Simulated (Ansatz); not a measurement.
The parent structure is InP in the zinc blende structure (space group F-43m, No. 216; a = 5.959 Å).

Computed with DFT with PBE, PAW potentials and a 420 eV plane-wave cutoff in Ansatz (a first-principles code), spin-orbit coupling left out.

Before the change:

| Property | Value |
|---|---|
| Volume per atom | 26.46 Å³ |
| Gap character | direct at Γ |

Modification: a negative pressure, −2 GPa.

Problem. What happens to the volume per atom, gap character and mean gap deformation potential ΔEg/Δln V?

Solution. The volume per atom increases by 0.99 Å³, from 26.46 Å³ to 27.45 Å³; the gap character stays direct at Γ; the mean gap deformation potential ΔEg/Δln V comes out as -5.5 eV.

Load acts through the strain it causes; cell and atoms are relaxed under it. No phonon test of stability was made.
